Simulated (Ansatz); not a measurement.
Partial pair distribution functions of a relaxed model of amorphous Si32O32, broadened by 0.06 Å; density 2.24 g/cm³. Method: PBE, scalar-relativistic without spin-orbit coupling (plane waves to 420 eV, PAW; Ansatz, an electronic-structure program). The usual formal charges leave 64 electrons over, so the level spacing at the Fermi energy parts defect or band states and needn't be the band gap.

The cell was made by melting and quenching with the CHGNet potential and then relaxed with DFT. O atoms were pushed apart under 1.9 Å during the dynamics, to hinder bonds among them. The hot cell started wider than the set density and was brought back towards it in steps. It is the lowest in DFT energy of 8 quenches. It is a model cell: composition and starting density were chosen by hand, and all elements were melted together. No dispersion term was used. Its density started from a set value of 2.23 and ended at 2.24 g/cm³. Cooling (nominally 150 K/ps over its main leg) ran many orders faster than in experiment, which tends to leave more defects and strain. A cell of this size samples the disorder only roughly. Volume and shape were free in the relaxation. On a 2×2×2 Γ-centred mesh force components of up to 0.17 eV/Å stay, since the relaxation ran on the zone centre alone.

```tsv
r (Å)	g Si-O	g Si-Si	g O-O
1.40	0.01	0.00	0.00
1.50	0.80	0.00	0.00
1.60	9.23	0.00	0.00
1.70	8.46	0.00	0.00
1.80	0.65	0.00	0.00
1.90	0.00	0.00	0.00
2.00	0.00	0.00	0.00
2.10	0.00	0.01	0.00
2.20	0.00	0.33	0.00
2.30	0.00	2.38	0.00
2.40	0.00	3.69	0.03
2.50	0.05	1.71	1.02
2.60	0.07	0.17	4.91
2.70	0.03	0.14	5.63
2.80	0.08	0.21	1.83
2.90	0.11	0.57	0.65
3.00	0.31	1.28	0.81
3.10	0.78	1.60	0.53
3.20	0.90	1.73	0.88
3.30	1.24	0.98	0.60
3.40	1.75	0.28	0.56
3.50	1.67	0.29	0.59
3.60	1.39	0.52	0.87
3.70	1.27	0.97	0.93
3.80	1.38	1.30	0.74
3.90	1.25	1.00	0.90
4.00	1.07	0.78	0.49
4.10	1.23	1.07	0.48
4.20	1.30	1.45	0.58
4.30	1.11	1.47	0.99
4.40	0.97	1.41	1.16
4.50	0.72	1.37	1.37
4.60	0.87	1.11	1.16
4.70	0.68	0.89	1.09
4.80	0.85	1.08	1.11
4.90	0.87	1.08	1.17
5.00	0.77	0.88	1.44
5.10	0.91	1.15	1.20
```

Within 1.90 Å each Si has 2.00 O neighbours on average.
